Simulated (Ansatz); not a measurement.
**How far PBE and r2SCAN part for ZrO2, pressure 30 GPa**

Start from ZrO$_{2}$ (space group P4_2/nmc, No. 137; a = 3.621 Å, c = 5.283 Å).

(Cell as relaxed with PBE.)

Levels (all Ansatz, a quantum-chemistry and plane-wave program, PAW): PBE (420 eV, no SOC); r2SCAN (500 eV, no SOC).

Each level relaxes its own structure.

```csv
base,PBE,r2SCAN
volume per atom,11.54 Å³,11.30 Å³
lattice parameter a,3.621 Å,3.601 Å
band gap,4.04 eV,4.60 eV
```

It is then changed as follows: a hydrostatic pressure of 30 GPa.

```tsv
quantity	PBE	r2SCAN
band gap	3.92 eV	?
electron mass	1.9 mₑ along c, 0.54 mₑ across (at Γ)	?
volume per atom	10.12 Å³	?
```

Q: Given the PBE results, estimate those of r2SCAN.

A: 
- band gap, r2SCAN: 4.48 eV
- electron mass, r2SCAN: 1.9 mₑ along c, 0.57 mₑ across (at Γ)
- volume per atom, r2SCAN: 10.03 Å³

PBE's band gap lies 0.56 eV below r2SCAN's; PBE's volume per atom lies 0.09 Å³ above r2SCAN's (0.9 %). Neither level is exact; r2SCAN is the comparison here, not a measurement.

Load acts through the strain it causes; cell and atoms are relaxed under it. Masses are band curvatures over ±0.01 Å⁻¹ around the edge. Stability against distortions was not tested. Competing high-pressure phases were not computed. This is not the structure that ZrO2 has at room temperature and ambient pressure.
